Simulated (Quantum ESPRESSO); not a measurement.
A self-consistent single point of MoW (Cmmm, 2 atoms in the cell) with Quantum ESPRESSO.

Computed with PBEsol, GBRV 1.5 ultrasoft (PBESOL) pseudopotentials (plane waves; Quantum ESPRESSO).

```
MoW
1.0
    1.58086    -2.23653     0.00000
    1.58086     2.23653     0.00000
    0.00000     0.00000     4.49108
Mo W
1 1
Direct
  0.00000   0.00000   0.00000
  0.50000   0.50000   0.50000
```

Reference input (self-consistent single point, DFT, PBEsol, plane waves, GBRV 1.5 ultrasoft (PBESOL) pseudopotentials): ecutwfc = 40 Ry; ecutrho = 320 Ry; occupations = smearing; smearing = gauss; degauss = 0.0073499 Ry; potentials = {Mo: mo_pbesol_v1.uspp.F.UPF, W: w_pbesol_v1.2.uspp.F.UPF}; K_POINTS = automatic 13 13 7 1 1 1; conv_thr = 1e-11 Ry; mixing_beta = 0.4. This run's input differs from it in these lines:

```diff
@@ -12,4 +12,4 @@
    ntyp = 2
-   ecutwfc = 40
-   ecutrho = 320
+   ecutwfc = 80
+   ecutrho = 640
    occupations = 'smearing'
```

Output, abridged:

```
     Self-consistent Calculation

     iteration #  1     ecut=    80.00 Ry     beta= 0.40

     Threshold (ethr) on eigenvalues was too large:
     Diagonalizing with lowered threshold

     negative rho (up, down):  6.260E-02 0.000E+00

     total energy              =    -298.37180640 Ry
     estimated scf accuracy    <       0.12215477 Ry

     iteration #  2     ecut=    80.00 Ry     beta= 0.40

     negative rho (up, down):  6.342E-02 0.000E+00

     total energy              =    -298.36643724 Ry
     estimated scf accuracy    <       0.10341115 Ry

     iteration #  3     ecut=    80.00 Ry     beta= 0.40

     negative rho (up, down):  6.466E-02 0.000E+00

     total energy              =    -298.38265161 Ry
     estimated scf accuracy    <       0.03862888 Ry

   [... 8 blocks of this kind left out ...]

     iteration # 12     ecut=    80.00 Ry     beta= 0.40

     negative rho (up, down):  6.555E-02 0.000E+00

     total energy              =    -298.38688475 Ry
     estimated scf accuracy    <          1.2E-11 Ry

     iteration # 13     ecut=    80.00 Ry     beta= 0.40

     negative rho (up, down):  6.555E-02 0.000E+00
     End of self-consistent calculation

     Number of k-points >= 100: set verbosity='high' to print the bands.

     the Fermi energy is    21.6381 ev

!    total energy              =    -298.38688475 Ry
     estimated scf accuracy    <          4.3E-13 Ry
     smearing contrib. (-TS)   =      -0.00048639 Ry
     internal energy E=F+TS    =    -298.38639835 Ry

     convergence has been achieved in  13 iterations

     negative rho (up, down):  6.555E-02 0.000E+00

     Forces acting on atoms (cartesian axes, Ry/au):

     atom    1 type  1   force =     0.00000000    0.00000000    0.00000000
     atom    2 type  2   force =     0.00000000    0.00000000    0.00000000

     Total force =     0.000000     Total SCF correction =     0.000000

     negative rho (up, down):  6.555E-02 0.000E+00
          total   stress  (Ry/bohr**3)                   (kbar)     P=      -66.68
  -0.00041949   0.00000000   0.00000000          -61.71        0.00        0.00
   0.00000000  -0.00040000   0.00000000            0.00      -58.84        0.00
   0.00000000   0.00000000  -0.00054025            0.00        0.00      -79.47

   JOB DONE.
```

The run converged in 13 iterations. Against the reference run the free energy drops by 51.1 meV/atom and the pressure goes from -8.50 to -6.67 GPa.

The starting cell comes from a database of computed structures (which also holds hypothetical and non-ambient phases and stackings), without a prior relaxation at this level. Its lattice was rescaled by a random factor within 2.5 % of one. Spin polarisation is off.

Cost on one core of a shared machine: roughly 4 min.
